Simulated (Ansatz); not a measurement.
The parent structure is Sn (space group I4_1/amd, No. 141; a = 5.8331 Å, c = 3.1580 Å).

All numbers come from Ansatz (an electronic-structure program), PBEsol, PAW, cutoff 420 eV, spin-orbit coupling left out, earlier PAW set.

Base values:

The volume per atom is 26.86 Å³. The c/a ratio comes out as 0.541.

One thing is altered: every Sn is replaced by In, then cell and atoms are relaxed.

Tabulated Pauling electronegativity and covalent radius: Sn 1.96, 1.39 Å; In 1.78, 1.42 Å.

Problem. What happens to the volume per atom and c/a ratio?

Solution. The volume per atom decreases by 0.237 Å³, from 26.86 Å³ to 26.63 Å³; the c/a ratio drops by 0.0148 (0.541 → 0.527).

Whether these cells are dynamically stable was not tested. As relaxed here, In is a hypothetical phase, not in the database extracts checked.
